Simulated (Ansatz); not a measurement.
# Y: uniaxial strain ε_zz = −1.00 %

The parent structure is Y in the hcp (Mg type) structure (space group P6_3/mmc, No. 194; a = 3.594 Å, c = 5.610 Å; relaxed with 0.1 eV smearing). Axes: x lies along a and z along c of the hexagonal cell.

Modification: uniaxial strain ε_zz = −1.00 %, all other strain components held at zero, atoms relaxed at fixed cell.

The values are results of plane-wave PAW DFT at the PBEsol level (Ansatz, a program for electronic structure, 420 eV), without spin-orbit coupling, not measurements. Γ-centred 18×18×11 mesh, Fermi–Dirac width 0.1 eV.

The volume per atom decreases by 0.31 Å³ (31.38 Å³ → 31.07 Å³) and the space group stays P6_3/mmc (No. 194). The shortest interatomic distance decreases by 0.043 bohr to 6.551 bohr and the energy goes up by 0.8 meV/atom. The pressure (mean of the normal stresses, compression positive) goes from zero to 0.4 GPa and the band gap remains zero. The stress (xx, yy, zz, yz, xz, xy; compression positive) is (0.2, 0.2, 0.8, 0.0, 0.0, 0.0) GPa.

Final structure:

```yaml
crystal:
  lattice:
    - [3.59431, 0.00000, 0.00000]
    - [-1.79716, 3.11277, 0.00000]
    - [0.00000, 0.00000, 5.55382]
  atoms:
    - { symbol: Y, position: [0.66667, 0.33333, 0.75000] }
    - { symbol: Y, position: [0.33333, 0.66667, 0.25000] }
```

No phonon test of stability was made. The final runs are not spin-polarised.
